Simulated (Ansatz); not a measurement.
Start from GaAs in the zinc blende structure (space group F-43m, No. 216; a = 5.667 Å). Axes: x, y, z lie along the cube axes.

Calculations: r2SCAN in Ansatz (plane waves to 500 eV, PAW, scalar-relativistic without spin-orbit coupling).

Strains are applied to the cell and any free atomic positions relax; under biaxial strain the out-of-plane vector relaxes too.

One change was made to it. Results:

```csv
quantity,base,after
"valence-band top at Γ (three highest levels, from the VBM)","0.00, 0.00, 0.00 eV","0.00, -0.05, -0.05 eV"
energy relative to the base (free energy F),0 meV/atom,+0.3 meV/atom
band gap,0.96 eV,0.89 eV
"pressure (mean of the normal stresses, compression positive)",0.00 GPa,-0.36 GPa
```

Question: What was done to the base?
(A) biaxial strain +0.99 %, plane normal [001], relaxed out of plane
(B) uniaxial strain ε_zz = +2.59 %
(C) biaxial strain +0.44 %, plane normal [001], relaxed out of plane
(D) uniaxial strain ε_xx = −1.08 %

Answer: C, biaxial strain +0.44 %, plane normal [001], relaxed out of plane. For comparison, the band gap in the other runs: biaxial strain +0.99 %, plane normal [001], relaxed out of plane gives 0.80 eV; uniaxial strain ε_zz = +2.59 % gives 0.70 eV; uniaxial strain ε_xx = −1.08 % gives 1.00 eV.

Stability against distortions was not tested.

Ansatz is an electronic-structure program.
